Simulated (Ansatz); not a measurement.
**Effect of biaxial strain −1.50 %, plane normal [001], relaxed out of plane on Nb**

Consider Nb in the bcc (W type) structure (space group Im-3m, No. 229; a = 3.248 Å; relaxed with 0.1 eV smearing). Axes: x, y, z lie along the cube axes.

Perturbation: biaxial strain −1.50 %, plane normal [001], relaxed out of plane (Cartesian); in-plane vectors clamped, the third vector and the atoms free.

Level of theory: LDA (Ansatz, a program for electronic structure), no spin-orbit coupling. k-mesh 28×28×28 (Γ-centred); smearing 0.1 eV (Fermi–Dirac).

The volume per atom drops by 0.25 Å³ (17.14 Å³ → 16.89 Å³) and the space group goes from Im-3m (No. 229) to I4/mmm (No. 139). The shortest interatomic distance shrinks by 0.0246 bohr (5.316 bohr → 5.292 bohr) and the energy grows by 6.8 meV/atom. The pressure (mean of the normal stresses, compression positive) goes from zero to 2.9 GPa and the band gap is still zero. The out-of-plane strain is +1.58 % and the ratio −ε⊥/ε∥ amounts to 1.05. The mean in-plane stress (compression positive) is +4.4 GPa.

Cost of the whole job for the changed cell (relaxation, final SCF and bands): roughly 90 core-seconds.

Whether these cells are dynamically stable was not tested. All final runs are without spin polarisation.
